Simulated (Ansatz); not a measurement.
The parent structure is CdS in the wurtzite structure (space group P6_3mc, No. 186; a = 4.197 Å, c = 6.830 Å).

Levels (all Ansatz, a quantum-chemistry and plane-wave program, PAW, earlier PAW set): PBE (420 eV, spin-orbit coupling left out); HSE06 (420 eV, no SOC).

Its gap is 1.11 eV with PBE and 2.12 eV with HSE06.

Modification: a hydrostatic pressure of 15 GPa.

With PBE the gap becomes 1.50 eV.

If the HSE06 correction stayed the same, what would the HSE06 gap be, and what does the HSE06 run give?

A rigid correction of +1.01 eV gives 2.51 eV. The HSE06 run gives 2.55 eV, so the correction itself changes by +0.04 eV.

Single points use the geometry relaxed with PBE. Load acts through the strain it causes; cell and atoms are relaxed under it. Stability against distortions was not tested. Measured, CdS leaves this structure (for rock salt) near 2.54 GPa (temperature not stated; as listed in Datta, Sujoy, Jana, Debnarayan, arXiv (2020)), on rising pressure, with hysteresis.
